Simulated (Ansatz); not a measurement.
Defect: interstitial C in fcc Al, neutral cell. The step: a direct jump of one C atom; the atom moves 1.74 Å along (-0.25, 0.25, 0.25) of the unit cell; the moving atom starts with neighbours 6 Al at 2.09 Å and ends with 4 Al at 1.93 Å. A PBE band in Ansatz (plane-wave PAW, a 3×3×3 k-point mesh shifted by half a step, 32 host sites, 22 SCF runs with any check of the saddle's order, static, no finite-size correction) gives a forward barrier of 0.66 eV. The saddle point's order was not checked, and it lies on a symmetry element of the cell, where a band can be held. Sites that were not tried may lie lower.

Single points at the band's start and saddle point can refine it. Rough cost of one point, in units of the band's mean SCF on the same machine:

```
Level                                                          Cost of one point
-------------------------------------------------------------  -----------------
PBE, a 5×5×5 k-point mesh shifted by half a step                         about 4
r2SCAN at 500 eV, a 3×3×3 k-point mesh shifted by half a step            about 2
```

Which of these move the barrier by more than 0.1 eV, and how far does each move it?

Not one does. PBE, a 5×5×5 k-point mesh shifted by half a step: 0.00 eV; r2SCAN at 500 eV, a 3×3×3 k-point mesh shifted by half a step: +0.06 eV. Each functional is compared with PBE at the same k-points.

Ansatz is a program for electronic structure.
